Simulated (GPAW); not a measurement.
Input and output of a self-consistent single point for YMg14Al (P-6m2, 16 atoms in the cell) (GPAW).

Level of theory: PBEsol, GPAW PAW datasets PBEsol (made by gpaw-setup) (plane waves; GPAW).

```yaml
crystal:
  lattice:
    - [6.43188, 0.00000, 0.00000]
    - [-3.21594, 5.57017, 0.00000]
    - [0.00000, 0.00000, 10.34133]
  atoms:
    - { symbol: Y, position: [0.00000, 0.00000, 0.50000] }
    - { symbol: Mg, position: [0.99704, 0.49852, 0.00000] }
    - { symbol: Mg, position: [0.50148, 0.00296, 0.00000] }
    - { symbol: Mg, position: [0.50148, 0.49852, 0.00000] }
    - { symbol: Mg, position: [0.00896, 0.50448, 0.50000] }
    - { symbol: Mg, position: [0.49552, 0.99104, 0.50000] }
    - { symbol: Mg, position: [0.49552, 0.50448, 0.50000] }
    - { symbol: Mg, position: [0.16555, 0.83445, 0.24353] }
    - { symbol: Mg, position: [0.66890, 0.83445, 0.75647] }
    - { symbol: Mg, position: [0.16555, 0.33110, 0.24353] }
    - { symbol: Mg, position: [0.16555, 0.83445, 0.75647] }
    - { symbol: Mg, position: [0.66890, 0.83445, 0.24353] }
    - { symbol: Mg, position: [0.16555, 0.33110, 0.75647] }
    - { symbol: Mg, position: [0.66667, 0.33333, 0.25623] }
    - { symbol: Mg, position: [0.66667, 0.33333, 0.74377] }
    - { symbol: Al, position: [0.00000, 0.00000, 0.00000] }
```

Reference input (self-consistent single point, DFT PBEsol, plane waves, GPAW PAW datasets PBEsol (made by gpaw-setup)): mode = pw; ecut = 800 eV; xc = PBEsol; kpts = 3 3 2; mesh shift (steps) = 0 0 0; occupations.name = methfessel-paxton; occupations.width = 0.05 eV; occupations.order = 1; nbands = -22; convergence.forces = 0.001 eV/Å; symmetry.symmorphic = false; symmetry.tolerance = 0.0005. This run's input differs from it in these lines:

```diff
@@ -26,3 +26,3 @@
 
-calc = GPAW(mode={'name': 'pw', 'ecut': 800},
+calc = GPAW(mode={'name': 'pw', 'ecut': 320},
             xc='PBEsol',
```

Output (repeated stretches shortened):

```
     iter     time        total  log10-change:
                         energy   eigst   dens  force
iter:   1 --:--:--   -32.596638
iter:   2 --:--:--   -32.424493   -1.77  -1.47
iter:   3 --:--:--   -32.195756   -2.36  -1.52
iter:   4 --:--:--   -32.110958   -2.47  -1.62
iter:   5 --:--:--   -32.075379   -3.43  -1.84
iter:   6 --:--:--   -32.030395   -2.61  -1.96
iter:   7 --:--:--   -32.028394c  -3.90  -2.73
iter:   8 --:--:--   -32.020134c  -4.67  -2.74
iter:   9 --:--:--   -32.019307c  -5.54  -2.82
iter:  10 --:--:--   -32.009582c  -4.19  -2.89
iter:  11 --:--:--   -32.008520c  -5.09  -3.16
iter:  12 --:--:--   -32.006854c  -4.99  -3.18
iter:  13 --:--:--   -32.006277c  -5.38  -3.25
iter:  14 --:--:--   -32.006009c  -5.37  -3.44
iter:  15 --:--:--   -32.006006c  -6.32  -3.79
iter:  16 --:--:--   -32.006005c  -6.85  -3.86
iter:  17 --:--:--   -32.006005c  -7.34  -3.92
iter:  18 --:--:--   -32.005997c  -6.85  -3.97
iter:  19 --:--:--   -32.005997c  -8.25c -4.45c
iter:  20 --:--:--   -32.006000c  -7.59c -4.50c -2.65
iter:  21 --:--:--   -32.005999c  -8.94c -4.69c -3.04c
Converged after 21 iterations.

Dipole moment: (-13.781010, 7.956475, -0.000000) |e|*Ang

Energy contributions relative to reference atoms: (reference = -174755.161090)

Kinetic:        +17.618914
Potential:       +6.437810
External:        +0.000000
XC:             -55.440549
Entropy (-ST):   -0.004954
Local:           -0.618871
SIC:             +0.000000
--------------------------
Free energy:    -32.007651
Extrapolated:   -32.005999

Showing only first 2 kpts
 Kpt  Band  Eigenvalues  Occupancy
  0    75      2.90319    2.00000
  0    76      2.91589    2.00000
  0    77      2.96956    2.00000
  0    78      2.96957    2.00000

  1    75      2.61547    2.00000
  1    76      3.60690    2.00006
  1    77      3.60691    2.00006
  1    78      4.23975   -0.00000

Fermi level: 3.76610

No gap
   [... lines left out ...]
 10 Mg   -0.02952    0.01704    0.08479
 11 Mg    0.02952    0.01704   -0.08479
 12 Mg   -0.00000   -0.03409    0.08479
 13 Mg   -0.00000   -0.00000    0.01655
 14 Mg   -0.00000   -0.00000   -0.01655
 15 Al   -0.00000   -0.00000    0.00000

Stress tensor:
     0.019531     0.000000     0.000000
     0.000000     0.019531     0.000000
     0.000000     0.000000     0.029785
Stress (GPa, Voigt): [3.1292 3.1292 4.772  0.     0.     0.    ]
```

The run converged in 21 iterations. GPAW prints stress with tension positive. Against the reference run the free energy rises by 161 meV/atom, the pressure goes from -0.72 to -3.68 GPa and the largest force moves little (0.092 to 0.091 eV/Å).

The starting cell comes from a database of computed structures (which also holds hypothetical and non-ambient phases and stackings), without a prior relaxation at this level.

Cost on one core of a shared machine: roughly 2 min.
